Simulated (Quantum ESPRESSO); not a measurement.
A self-consistent single point of CaPbF₆ (P1, 8 atoms in the cell) with Quantum ESPRESSO.

Method: PBEsol, GBRV 1.5 ultrasoft (PBESOL) pseudopotentials (plane waves; Quantum ESPRESSO).

The change in words: lattice scaled by 0.98. Reference geometry:
```
CELL_PARAMETERS angstrom
      0.00000     4.31698     4.31698
      4.31698     0.00000     4.31698
      4.31698     4.31698     0.00000
ATOMIC_POSITIONS crystal
  Ca 0.49712 0.49737 0.50273
  Pb 0.00286 0.00394 0.99268
  F  0.76011 0.75670 0.24220
  F  0.23339 0.24173 0.76101
  F  0.23374 0.76014 0.76066
  F  0.76277 0.23862 0.24388
  F  0.76050 0.24299 0.75617
  F  0.24951 0.75851 0.24069
```

Reference input (self-consistent single point, DFT, PBEsol, plane waves, GBRV 1.5 ultrasoft (PBESOL) pseudopotentials): ecutwfc = 40 Ry; ecutrho = 200 Ry; occupations = smearing; smearing = fermi-dirac; degauss = 0.000734986 Ry; potentials = {Ca: ca_pbesol_v1.uspp.F.UPF, Pb: pb_pbesol_v1.uspp.F.UPF, F: f_pbesol_v1.4.uspp.F.UPF}; K_POINTS = automatic 3 3 3 0 0 0; conv_thr = 1e-09 Ry; mixing_beta = 0.4. This run's input differs from it in these lines:

```diff
@@ -26,14 +26,14 @@
 CELL_PARAMETERS {angstrom}
-   0.0000000000     4.3169850000     4.3169850000
-   4.3169850000     0.0000000000     4.3169850000
-   4.3169850000     4.3169850000     0.0000000000
+   0.0000000000     4.2306450000     4.2306450000
+   4.2306450000     0.0000000000     4.2306450000
+   4.2306450000     4.2306450000     0.0000000000
 ATOMIC_POSITIONS {angstrom}
-Ca    4.3174037475    4.3163245013    4.2931984126
-Pb   -0.0146345792   -0.0192667040    0.0293425470
-F     4.3122017806    4.3269572354    6.5480460178
-F     4.3288049049    4.2927882991    2.0510902302
-F     6.5652535201    4.2928098840    4.2905650518
-F     2.0829452625    4.3456886333    4.3230071941
-F     4.3133587326    6.5474114210    4.3320469607
-F     4.3135616309    2.1161860470    4.3516029027
+Ca    4.2310553726    4.2299977113    4.2073341461
+Pb   -0.0143418866   -0.0188813686    0.0287556941
+F     4.2259574453    4.2404177900    6.4170846424
+F     4.2422285060    4.2069322348    2.0100682830
+F     6.4339479934    4.2069533880    4.2047534526
+F     2.0412862125    4.2587745586    4.2365467498
+F     4.2270912582    6.4164627376    4.2454057204
+F     4.2272900985    2.0738621790    4.2645705423
 K_POINTS {automatic}
```

Log, with long lists cut:

```
     Self-consistent Calculation

     iteration #  1     ecut=    40.00 Ry     beta= 0.40

     negative rho (up, down):  1.579E-02 0.000E+00

     total energy              =    -530.14208173 Ry
     estimated scf accuracy    <       1.16645271 Ry

     iteration #  2     ecut=    40.00 Ry     beta= 0.40

     negative rho (up, down):  1.636E-02 0.000E+00

     total energy              =    -530.42629577 Ry
     estimated scf accuracy    <       0.06508349 Ry

     iteration #  3     ecut=    40.00 Ry     beta= 0.40

     negative rho (up, down):  1.697E-02 0.000E+00

     total energy              =    -530.43140317 Ry
     estimated scf accuracy    <       0.01431440 Ry

   [... 6 blocks of this kind left out ...]

     iteration # 10     ecut=    40.00 Ry     beta= 0.40

     negative rho (up, down):  1.701E-02 0.000E+00

     total energy              =    -530.43253868 Ry
     estimated scf accuracy    <          7.0E-09 Ry

     iteration # 11     ecut=    40.00 Ry     beta= 0.40

     negative rho (up, down):  1.701E-02 0.000E+00
     End of self-consistent calculation

     the Fermi energy is     1.7902 ev

!    total energy              =    -530.43253870 Ry
     estimated scf accuracy    <          5.7E-10 Ry
     smearing contrib. (-TS)   =       0.00000000 Ry
     internal energy E=F+TS    =    -530.43253870 Ry

     convergence has been achieved in  11 iterations

     negative rho (up, down):  1.701E-02 0.000E+00

     Forces acting on atoms (cartesian axes, Ry/au):

     atom    1 type  1   force =    -0.00086904    0.00136244    0.00860570
     atom    2 type  2   force =     0.02490260    0.03413678   -0.05960718
     atom    3 type  3   force =     0.00116710    0.00030138    0.00512817
     atom    4 type  3   force =    -0.00053263    0.00067496    0.04819691
     atom    5 type  3   force =    -0.02650692    0.00140080    0.00039244
   [... lines left out ...]
     Total force =     0.095789     Total SCF correction =     0.000074
   [... lines left out ...]

     negative rho (up, down):  1.701E-02 0.000E+00
          total   stress  (Ry/bohr**3)                   (kbar)     P=       36.48
   0.00025098  -0.00000481   0.00000115           36.92       -0.71        0.17
  -0.00000481   0.00020302   0.00000218           -0.71       29.86        0.32
   0.00000115   0.00000218   0.00028999            0.17        0.32       42.66

   JOB DONE.
```

The run converged in 11 iterations. Against the reference run the free energy rises by 11.4 meV/atom, the pressure goes from -0.90 to 3.65 GPa, the largest force goes from 1.556 to 1.879 eV/Å and the gap on the mesh goes from 3.474 to 4.053 eV.

The starting cell comes from a database of computed structures (which also holds hypothetical and non-ambient phases and stackings), without a prior relaxation at this level. Its atoms were displaced at random from the sites of space group no. 225. For this run, on top of that: lattice scaled by 0.98. Spin-orbit coupling is off. With a pressure of about 4 GPa the cell is away from its equilibrium volume at this level. Forces in this geometry exceed 1 eV/Å.

Cost on one core of a shared machine: roughly 80 s.
